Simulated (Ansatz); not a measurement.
The starting structures come from a database of crystals and need not be the phases stable at ambient conditions.

Inside the gap of an insulator the Bloch states are evanescent, with a wavenumber k + iκ along the transport direction.

Consider the following.

```xyz
4
Lattice="4.2664 0.0000 0.0000 -2.1332 3.6948 0.0000 2.1332 1.2316 6.9656" Properties=species:S:1:pos:R:3 pbc="T T T"
Pb     2.1332     1.2316     1.8093
Pb     2.1332     3.6948     5.1563
Se     0.0000     0.0000     0.0000
S      0.0000     2.4632     3.4828
```

Space group of this cell: R-3m. The cell was relaxed by PBE-D3(BJ); by PBEsol its mean pressure is -0.8 GPa.

Transport runs along the normal of the first two printed cell vectors, the (001) plane of the conventional cell.

The gap is the functional's own. No spin-orbit coupling. Mid-gap values are interpolated on the energy grid.

### Question
Give the band gap and the smallest decay constant κ at mid-gap that PBEsol (Ansatz, a program for electronic structure) yields.

### Answer
Gap 0.23 eV on a 10×10×10 mesh; κ = 0.036 1/Å, at the zone centre.
